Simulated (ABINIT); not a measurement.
Band structure of Li2O (Fm-3m, 3 atoms in the cell).

```
CELL_PARAMETERS angstrom
      0.00000     2.30884     2.30884
      2.30884     0.00000     2.30884
      2.30884     2.30884     0.00000
ATOMIC_POSITIONS crystal
  Li 0.25000 0.25000 0.25000
  Li 0.75000 0.75000 0.75000
  O  0.00000 0.00000 0.00000
```

Level of theory: PBE, norm-conserving pseudopotentials (PseudoDojo nc-sr-05 PBE standard) (plane waves; ABINIT 10.0.3).

Settings: pseudos = [Li.upf, O.upf]; ecut = 42 Ha; occopt = 3; tsmear = 0.01 eV; ngkpt = 12 12 12; nshiftk = 1; shiftk = 0 0 0; potentials = PseudoDojo nc-sr-05 PBE standard; kptopt = 1; nstep = 60; tolvrs1 = 1e-10; ndtset = 2; getden2 = 1.

The starting cell has typed, rounded lattice constants, without a prior relaxation at this level. Its lattice was rescaled by a random factor within 2.5 % of one.

### Question
Predict the gap along the standard path and the places of the band edges.

### Answer
The gap along the path is 5.01 eV, from Γ to X; the smallest direct gap on it is 5.29 eV.

Levels in eV from the top of the valence band on the SCF mesh, bands 3 to 10:
```json
[
 {"point": "Γ", "3": "-15.39", "4": "0.00", "5": "0.00", "6": "0.00", "7": "5.29", "8": "11.97", "9": "11.97", "10": "11.97"},
 {"point": "X", "3": "-15.13", "4": "-1.59", "5": "-1.38", "6": "-1.38", "7": "5.01", "8": "13.55", "9": "13.55", "10": "14.73"},
 {"point": "W", "3": "-15.11", "4": "-1.81", "5": "-1.48", "6": "-1.48", "7": "7.19", "8": "10.46", "9": "14.12", "10": "14.12"},
 {"point": "K", "3": "-15.12", "4": "-2.01", "5": "-1.51", "6": "-1.08", "7": "6.58", "8": "11.63", "9": "13.32", "10": "14.33"},
 {"point": "L", "3": "-15.17", "4": "-2.76", "5": "-0.44", "6": "-0.44", "7": "9.22", "8": "9.84", "9": "12.10", "10": "12.10"},
 {"point": "U", "3": "-15.12", "4": "-2.01", "5": "-1.51", "6": "-1.08", "7": "6.58", "8": "11.63", "9": "13.32", "10": "14.33"}
]
```
